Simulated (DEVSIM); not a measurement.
System: Au/SiO2/p-Ge capacitor, at 250 K.

```tsv
layer (left to right)	material	thickness (nm)	Na (cm⁻³)
1	SiO2	22.0	-
2	Ge	4000	2.2e16
```

Metal gate on the left, work function 5.1 eV. Fixed charge at the semiconductor interface 0 cm⁻² (in units of +e); interface traps 2.8e12 cm⁻² eV⁻¹, uniform in energy, neutral level at 0.5 of the gap above the valence band.

The device is made up for the run: typed textbook-type constants, with dimensions and the other settings drawn at random. Values at 300 K; Nc and Nv go as T^1.5, mobilities as T to minus their exponent, the gap by Varshni's rule with the affinity fixed.

```
parameter         SiO2        Ge
----------------  ----  --------
gap (eV)             9     0.664
affinity (eV)      0.9         4
permittivity       3.9        16
Nc (cm⁻³)            -   1.04e19
Nv (cm⁻³)            -      6e18
Varshni α (eV/K)     -  0.000477
Varshni β (K)        -       235
```

DEVSIM, 1D Poisson equation in equilibrium, Boltzmann statistics, complete ionisation; no quantum confinement or tunnelling. Metal contacts follow the ideal Schottky-Mott rule: no Fermi-level pinning, no interface dipoles.

Base results: minimum of the low-frequency capacitance (μF/cm²) 0.121; flat-band voltage (V) -0.11; capacitance of the dielectric stack (μF/cm²) 0.157.

Problem. What follows from this one change: SiO2 thickness 0.022 → 0.0088 μm?

Solution. minimum of the low-frequency capacitance 0.121 → 0.227 μF/cm²; flat-band voltage -0.11 → 0.27 V; capacitance of the dielectric stack 0.157 → 0.392 μF/cm².

Problem. What follows from this one change: substrate doping 2.2e+16 → 1.1e+15 cm^-3?

Solution. minimum of the low-frequency capacitance 0.121 → 0.118 μF/cm²; flat-band voltage -0.11 → 0.13 V; capacitance of the dielectric stack little changed (0.157 μF/cm²).

Problem. What follows from this one change: temperature 250 → 350 K?

Solution. minimum of the low-frequency capacitance little changed (0.124 μF/cm²); flat-band voltage -0.11 → 0.21 V; capacitance of the dielectric stack little changed (0.157 μF/cm²).

Problem. What follows from this one change: fixed charge 0 → -4.5e+11 cm^-2?

Solution. minimum of the low-frequency capacitance little changed (0.121 μF/cm²); flat-band voltage -0.11 → 0.34 V; capacitance of the dielectric stack little changed (0.157 μF/cm²).
